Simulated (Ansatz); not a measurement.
Sn (model structure, P6/mmm, No. 191, 1 atom in the cell)

All values below come from r²SCAN (Ansatz, a quantum-chemistry and plane-wave program, plane waves, PAW).

Numerical settings: plane-wave cutoff 560 eV, 18×18×18 k mesh, Fermi–Dirac smearing 0.05 eV, scalar-relativistic PAW data made under PBE.

Cell (relaxed at this level):

```
Sn
1.0
    3.23530     0.00000     0.00000
   -1.61765     2.80185     0.00000
    0.00000     0.00000     3.04060
Sn
1
Cartesian
  0.00000   0.00000   0.00000
```

```json
{
  "band_gap": "zero (no gap)",
  "bulk modulus B0": "54.0 GPa"
}
```

Note: the bulk modulus is −V dP/dV from two relaxed cells at ±2 % in volume; the relaxation could raise the start's symmetry but not lower it, so the cell can be a saddle point.

Spin–orbit coupling is not included.

Static lattice: no zero-point or thermal effects.

It cost very roughly 60 core-seconds of CPU time.

A model structure was made by putting elements into a prototype or built by hand; it is no filed structure, need not be a known phase, and can be a saddle point held by its symmetry.
